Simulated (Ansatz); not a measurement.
Consider NaI in the rock salt structure (space group Fm-3m, No. 225; a = 6.402 Å).

Level of theory: DFT with PBEsol, PAW potentials and a 420 eV plane-wave cutoff in Ansatz (a program for electronic structure), without spin-orbit coupling.

Strains are applied to the cell and any free atomic positions relax.

One change was made to it. Results:

The energy grows by 0.4 meV/atom; the valley order (the lowest conduction-band minima on the path, energy above the VBM, named in the base's zone) changes from Γ 3.60 eV; X along ⟨100⟩ 4.47 eV; L along ⟨111⟩ 4.96 eV to Γ 3.64 eV; X along ⟨100⟩ 4.48 eV; L along ⟨111⟩ 4.96 eV; the hole mass (degenerate bands, along [100]) becomes 0.35, 1.5, 1.5 mₑ (at Γ) (base: 0.36, 1.5, 1.5 mₑ (at Γ)).

**Question.** Which change produced these results?
(A) isotropic strain +2.00 %
(B) isotropic strain −1.50 %
(C) isotropic strain −3.00 %
(D) isotropic strain −0.50 %
(E) isotropic strain −2.00 %

**Answer.** D, isotropic strain −0.50 %. For comparison, the valley order in the other runs: isotropic strain −3.00 % gives Γ 3.86 eV; X along ⟨100⟩ 4.52 eV; L along ⟨111⟩ 4.97 eV; isotropic strain +2.00 % gives Γ 3.45 eV; X along ⟨100⟩ 4.43 eV; L along ⟨111⟩ 4.95 eV; isotropic strain −1.50 % gives Γ 3.72 eV; X along ⟨100⟩ 4.50 eV; L along ⟨111⟩ 4.97 eV; isotropic strain −2.00 % gives Γ 3.77 eV; X along ⟨100⟩ 4.50 eV; L along ⟨111⟩ 4.97 eV.

With I present, leaving out spin-orbit coupling can change the band edges. The levels and masses belong to the bands next to the band gap. Effective masses come from finite differences of ±0.01 Å⁻¹. No phonon test of stability was made.
